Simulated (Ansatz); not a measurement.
The reference is GaN in the wurtzite structure (space group P6_3mc, No. 186; a = 3.183 Å, c = 5.185 Å).

Structures relaxed with Ansatz (a first-principles code) PBEsol, spin-orbit coupling left out.

Base:

Simulated powder pattern, Co Kα, λ = 1.79026 Å (kinematic, ideal powder, no thermal factors, no anomalous dispersion; the 14 strongest lines at most, above 2 %, up to 2θ = 90°):

| 2θ (°) | I/Imax (%) | hkl |
|---|---|---|
| 37.90 | 44 | (100) |
| 40.39 | 36 | (002) |
| 43.16 | 100 | (101) |
| 56.59 | 20 | (102) |
| 68.46 | 29 | (110) |
| 75.36 | 31 | (103) |
| 81.01 | 4.5 | (200) |
| 82.60 | 27 | (112) |
| 84.46 | 16 | (201) |
| 87.34 | 3.0 | (004) |

After one change:

Simulated powder pattern, Co Kα, λ = 1.79026 Å (kinematic, ideal powder, no thermal factors, no anomalous dispersion; the 14 strongest lines at most, above 2 %, up to 2θ = 90°):

```json
[
 {"2θ (°)": "36.98", "I/Imax (%)": "44"},
 {"2θ (°)": "39.41", "I/Imax (%)": "36"},
 {"2θ (°)": "42.10", "I/Imax (%)": "100"},
 {"2θ (°)": "55.15", "I/Imax (%)": "20"},
 {"2θ (°)": "66.64", "I/Imax (%)": "30"},
 {"2θ (°)": "73.30", "I/Imax (%)": "31"},
 {"2θ (°)": "78.74", "I/Imax (%)": "4.5"},
 {"2θ (°)": "80.26", "I/Imax (%)": "27"},
 {"2θ (°)": "82.04", "I/Imax (%)": "16"},
 {"2θ (°)": "84.80", "I/Imax (%)": "2.9"}
]
```

Q: Which change produced these results?
(A) isotropic strain +1.20 %
(B) isotropic strain +2.40 %
(C) isotropic strain +1.80 %
(D) isotropic strain +0.60 %

A: B, isotropic strain +2.40 %. Its volume per atom is 12.21 Å³ against 11.37 Å³, and its space group is P6_3mc (No. 186).

No phonon test of stability was made.
